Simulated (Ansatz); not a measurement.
Base system: InP in the zinc blende structure (space group F-43m, No. 216; a = 5.907 Å).

Calculations: r2SCAN (Ansatz, a first-principles code; PAW; 500 eV plane waves; no spin-orbit coupling).

For the base:

The hole mass is 0.073, 0.44, 0.44 mₑ (at Γ) and the shortest interatomic distance comes out as 2.558 Å.

One thing is altered: a hydrostatic pressure of 9 GPa.

Q: Predict the new hole mass.

A: The hole mass (degenerate bands, along [100]) becomes 0.11, 0.38, 0.38 mₑ (at Γ) (base: 0.073, 0.44, 0.44 mₑ (at Γ)).

Q: What does the calculation give for the shortest interatomic distance after the change?

A: The shortest interatomic distance decreases by 0.087 Å, from 2.558 Å to 2.471 Å.

The levels and masses belong to the bands next to the band gap. Load acts through the strain it causes; cell and atoms are relaxed under it. Effective masses come from finite differences of ±0.01 Å⁻¹. No phonon test of stability was made. Tetrahedral semiconductors of this kind turn to denser phases somewhere between about 1 and 50 GPa; those were not computed, so compressed cells here can lie past the real transition.
